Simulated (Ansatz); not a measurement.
**A computed series for KTaO3: pressure series**

The reference is KTaO₃ in the cubic perovskite structure (space group Pm-3m, No. 221; a = 4.0232 Å).

Cell and atoms are relaxed at each pressure.

The values are results of PBE in Ansatz (plane waves to 420 eV, PAW, scalar-relativistic without spin-orbit coupling), earlier PAW set, not measurements.

```tsv
P (GPa)	V (Å³/atom)
-1.98	13.165
-0.98	13.093
1.80	12.903
4.20	12.751
9.00	12.473
18.00	12.026
30.00	11.537
45.00	11.041
60.00	10.634
```

Question: Fit a third-order Birch–Murnaghan equation of state.

Answer: Least squares on P(V) = (3B₀/2)[(V₀/V)^(7/3) − (V₀/V)^(5/3)]·[1 + (3/4)(B₀′ − 4)((V₀/V)^(2/3) − 1)] gives V₀ = 13.02 Å³/atom, B₀ = 190 GPa and B₀′ = 4.4.

Measured bulk modulus of KTaO3: 220 GPa (temperature not stated; as listed in S. Tinte et al., Phys. Rev. B (1998)); the computed value is for a static lattice, so the two differ by thermal effects too.

Between the base and pressure 18 GPa the gap moves from 2.17 eV to 2.35 eV, a mean slope of 10.0 meV/GPa.

With Ta present, leaving out spin-orbit coupling can change the band edges. Load acts through the strain it causes; cell and atoms are relaxed under it. No phonon test of stability was made. No other phases were tried under pressure.

Ansatz is a program for electronic structure.
